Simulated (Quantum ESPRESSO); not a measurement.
Several settings converged on AgCl (Fm-3m, 2 atoms in the cell)

```yaml
crystal:
  lattice:
    - [-2.76112, 0.00000, 2.76112]
    - [0.00000, 2.76112, 2.76112]
    - [-2.76112, 2.76112, 0.00000]
  atoms:
    - { symbol: Ag, position: [0.00000, 0.00000, 0.00000] }
    - { symbol: Cl, position: [0.50000, 0.50000, 0.50000] }
```

Base method: PBE, GBRV 1.5 ultrasoft (PBE) pseudopotentials (plane waves; Quantum ESPRESSO 7.5).

Base settings: ecutwfc = 40 Ry; ecutrho = 320 Ry; occupations = smearing; smearing = fd; degauss = 0.00147 Ry; potentials = {Ag: ag_pbe_v1.4.uspp.F.UPF, Cl: cl_pbe_v1.4.uspp.F.UPF}; K_POINTS = automatic 8 8 8 0 0 0; conv_thr = 1e-09 Ry; mixing_beta = 0.3.

Core times come from one kind of shared machine, to one figure; runs under 30 s give none.

**Zone-centre phonons against the cutoff**

In this ladder: occupations = fixed; smearing = default; degauss = default; nbnd = 19; ph.x.tr2_ph = 1e-14; ph.x.fildyn = dyn.G; ph.x.epsil = true; dynmat.x.fildyn = dyn.G; dynmat.x.asr = crystal. Moved along: ecutrho.

The mesh stays at the base's, so the ladder's end is converged at best in this setting alone.

Frequencies are those of the unrelaxed cell, without the LO-TO term of polar crystals.

Only quantities that move along the ladder and can be compared are tabulated.

```tsv
ecutwfc	highest zone-centre frequency (cm⁻¹)	largest Born charge (mean of the diagonal) (e)	mean ε∞	core time / last (rough)
20 Ry	118.7	2.143	4.871	0.3
28 Ry	117.5	1.530	5.110	0.4
40 Ry	115.6	1.432	5.126	0.6
48 Ry	115.0	1.436	5.129	1
```

Coarsest ecutwfc that holds the highest zone-centre frequency within 2 cm⁻¹ of the last step, with all finer ones: 40 Ry; the step before is off by 2.4 cm⁻¹.

Coarsest ecutwfc that holds the mean ε∞ within 0.05 of the last step, with all finer ones: 28 Ry, at about 0.4 of the last step's time; the step before is off by 0.26.

Coarsest ecutwfc that holds the largest Born charge (mean of the diagonal) within 0.01 e of the last step, with all finer ones: 40 Ry; the step before is off by 0.094 e.

**The dielectric constant against the mesh**

In this ladder: occupations = fixed; smearing = default; degauss = default; nbnd = 19; ph.x.tr2_ph = 1e-14; ph.x.trans = false; ph.x.epsil = true; ph.x.zeu = true.

Only quantities that move along the ladder and can be compared are tabulated.

```csv
K_POINTS,largest Born charge (mean of the diagonal) (e),mean ε∞
automatic 3 3 3 0 0 0,1.726,6.245
automatic 4 4 4 0 0 0,1.528,5.541
automatic 5 5 5 0 0 0,1.459,5.267
automatic 12 12 12 0 0 0,1.431,5.115
```

Coarsest K_POINTS that holds the largest Born charge (mean of the diagonal) within 0.05 e: not settled: the last two steps still differ by 0.028 e, over half the tolerance, so the ladder does not show it.

Coarsest K_POINTS that holds the mean ε∞ within 0.5 of the last step, with all finer ones: automatic 4 4 4 0 0 0; the step before is off by 1.1.

The dielectric constant is not shown to be converged to 2 % within this ladder.

**The dielectric constant against shifted meshes**

In this ladder: occupations = fixed; smearing = default; degauss = default; nbnd = 19; ph.x.tr2_ph = 1e-14; ph.x.trans = false; ph.x.epsil = true; ph.x.zeu = true.

Only quantities that move along the ladder and can be compared are tabulated.

```csv
K_POINTS,largest Born charge (mean of the diagonal) (e),mean ε∞,core time / last (rough)
automatic 3 3 3 1 1 1,1.441,5.162,0.1
automatic 4 4 4 1 1 1,1.431,5.121,0.2
automatic 5 5 5 1 1 1,1.431,5.115,0.3
automatic 8 8 8 1 1 1,1.430,5.114,1
```

Coarsest K_POINTS that holds the largest Born charge (mean of the diagonal) within 0.005 e of the last step, with all finer ones: automatic 4 4 4 1 1 1, at about 0.2 of the last step's time; the step before is off by 0.010 e.

Coarsest K_POINTS that holds the mean ε∞ within 0.01 of the last step, with all finer ones: automatic 4 4 4 1 1 1, at about 0.2 of the last step's time; the step before is off by 0.049.

On the base run: the starting cell has typed, rounded lattice constants, without a prior relaxation at this level. Its lattice was rescaled by up to half a per cent.
